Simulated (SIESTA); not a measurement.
SIESTA run on MnO₂ (Cmm2, 6 atoms in the cell): self-consistent single point.

Level of theory: LDA PW92, numerical atomic orbitals DZP, PseudoDojo LDA standard norm-conserving potentials (rewritten from UPF to PSML) run with SIESTA.

The change in words: lattice scaled by 0.98; kgrid.MonkhorstPack: 3 3 4 → 2 2 2. Reference geometry:
```xyz
6
Lattice="4.3780 0.0000 0.0000 0.0000 4.3780 0.0000 0.0000 0.0000 2.8556" Properties=species:S:1:pos:R:3 pbc="T T T"
Mn     0.0000     0.0000     0.0500
Mn     2.1890     2.1890     1.4278
O      1.3353     1.3353     0.0000
O      3.5243     0.8537     1.4278
O      0.8537     3.5243     1.4278
O      3.0427     3.0427     0.0000
```
Moments meant for the start (each program seeds them in its own way; μB, in the order of the atoms Mn Mn O O O O): 3.0 -3.0 0.0 0.0 0.0 0.0.

Reference input (self-consistent single point, DFT, LDA PW92, numerical atomic orbitals DZP, PseudoDojo LDA standard norm-conserving potentials (rewritten from UPF to PSML)): XC.functional = LDA; XC.authors = PW92; potentials = PseudoDojo LDA standard; PAO.BasisSize = DZP; PAO.EnergyShift = 0.01 Ry; MeshCutoff = 300 Ry; kgrid.MonkhorstPack = 3 3 4; OccupationFunction = FD; ElectronicTemperature = 116.05 K; Spin = polarized; DM.InitSpin = [1 +3.00, 2 -3.00, 3 +0.00, 4 +0.00, 5 +0.00, 6 +0.00]; MaxSCFIterations = 150. This run's input differs from it in these lines:

```diff
@@ -12,5 +12,5 @@
 %block LatticeVectors
-     8.273220974    0.000000000    0.000000000
-     0.000000000    8.273220974    0.000000000
-     0.000000000    0.000000000    5.396396408
+     8.107756554    0.000000000    0.000000000
+     0.000000000    8.107756554    0.000000000
+     0.000000000    0.000000000    5.288468480
 %endblock LatticeVectors
@@ -32,5 +32,5 @@
 %block kgrid.MonkhorstPack
-    3   0   0  0.0
-    0   3   0  0.0
-    0   0   4  0.0
+    2   0   0  0.0
+    0   2   0  0.0
+    0   0   2  0.0
 %endblock kgrid.MonkhorstPack
```

Output (repeated stretches shortened):

```
        iscf     Eharris(eV)        E_KS(eV)     FreeEng(eV)     dDmax    Ef(eV) dHmax(eV)
   scf:    1    -7592.003507    -7679.209606    -7679.211777  1.253775 -1.773815 25.139219
     spin moment: {S} , |S| = {        0.0        0.0    0.00694 }     0.00694
   scf:    2    -7717.401256    -7699.931127    -7699.934609  0.283832 -3.216617 16.970759
     spin moment: {S} , |S| = {        0.0        0.0    0.03182 }     0.03182
   scf:    3    -7679.500381    -7708.790931    -7708.792996  0.244197 -5.554484  9.552118
     spin moment: {S} , |S| = {        0.0        0.0    0.02411 }     0.02411
   [... lines left out ...]
     spin moment: {S} , |S| = {        0.0        0.0    0.35846 }     0.35846
   scf:  148    -7716.332915    -7716.332227    -7716.337017  0.037666 -5.424808  0.173133
     spin moment: {S} , |S| = {        0.0        0.0    0.20132 }     0.20132
   scf:  149    -7716.336452    -7716.332951    -7716.336668  0.040410 -5.430938  0.106652
     spin moment: {S} , |S| = {        0.0        0.0    0.02441 }     0.02441
   scf:  150    -7716.332214    -7716.332336    -7716.335358  0.010186 -5.433999  0.154141
     spin moment: {S} , |S| = {        0.0        0.0   -0.03355 }    -0.03355
SCF_NOT_CONV: SCF did not converge in maximum number of steps (required).
SCF_NOT_CONV: SCF did not converge in maximum number of steps (required).
Geom step, scf iteration, dDmax, dHmax:    0   150      0.010186     0.011329
Geom step, scf iteration, dDmax, dHmax:    0   150      0.010186     0.011329

ABNORMAL_TERMINATION
ABNORMAL_TERMINATION
Stopping Program from Node:    0
Stopping Program from Node:    0
```

The run ended unconverged after 150 iterations. 

The starting cell has typed, rounded lattice constants, without a prior relaxation at this level. Its lattice was rescaled by up to half a per cent. One atom was moved a little off its site on purpose. For this run, on top of that: lattice scaled by 0.98. Values carry the incompleteness of an atom-centred basis.

Cost on one core of a shared machine: roughly 2 min.
